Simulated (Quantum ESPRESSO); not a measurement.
Pressure against volume in hcp Sc (space group 194) (Quantum ESPRESSO, LDA)

```xyz
2
Lattice="3.1108 0.0000 0.0000 -1.5554 2.6940 0.0000 0.0000 0.0000 4.9528" Properties=species:S:1:pos:R:3 pbc="T T T"
Sc     1.5554     0.8980     3.7146
Sc     0.0000     1.7960     1.2382
```

Method: LDA (PZ), GBRV 1.5 ultrasoft (LDA) pseudopotentials (plane waves; Quantum ESPRESSO). Settings: ecutwfc = 65 Ry; ecutrho = 520 Ry; occupations = smearing; smearing = fermi-dirac; degauss = 0.0036749 Ry; potentials = {Sc: sc_lda_v1.uspp.F.UPF}; K_POINTS = automatic 24 24 14 0 0 0; conv_thr = 1e-10 Ry; mixing_beta = 0.5. The cell above is the first row's. The rows scale it uniformly. In all rows fractional positions and the k mesh are held.

| V (Å^3/atom) | P (GPa) |
|---|---|
| 20.7535 | ? |
| 21.2046 | 4.17 |
| 21.6558 | 2.66 |
| 22.1069 | 1.26 |
| 22.5581 | -0.02 |
| 23.0093 | -1.20 |
| 23.4604 | -2.28 |
| 23.9116 | -3.28 |
| 24.3627 | -4.19 |

### Question
Using a cubic, estimate the missing P at V = 20.7535 from the other rows, showing the fit.

### Answer
With u = V - 22.8, the rows have u = -1.5954, -1.1442, -0.6931, -0.2419, 0.2093, 0.6604, 1.1116, 1.5627. Least squares gives P = -0.665 - 2.6053·u + 0.2449·u² - 0.01377·u³. Residuals (row less fit): -0.001, 0.003, -0.003, 0.000, 0.000, 0.003, -0.003, 0.001; standard error 0.003 (degrees of freedom: 4). The fitted pressure is zero at V0 = 22.55, where dP/dV = -2.730, so B0 = -V0·dP/dV = 61.6 GPa. At the withheld row, u = -2.0465, so P = -0.665 - 2.6053 × (-2.0465) + 0.2449 × (-2.0465)² - 0.01377 × (-2.0465)³ = 5.810 GPa. The calculation gives 5.81 GPa, which the fit meets to the printed digits. The row lies outside the fitted rows, so this is an extrapolation. From the scatter of the fitted rows alone, a prediction at this place has a standard error of 0.008 GPa, so the miss is 0.0 times that.

Carrying the step between the two nearest rows on in a straight line would have given 5.68, off by 0.13; series whose last step already gives the withheld value aren't shown. The reference cell has the volume at which an earlier scan in this program and functional put its minimum by a fit; axis ratios and inner coordinates come from a measured-size cell. The runs keep the symmetry of the cell, so they don't test it for distortions. The shape of the cell and the inner coordinates aren't relaxed, so V0 and B0 belong to this uniform scaling; a relaxed crystal lies no higher in energy and is usually softer. Cutoffs and mesh are single choices, not tested for convergence of this quantity. Series with a scatter that would blur these digits, or in which a gap closes, are not shown.
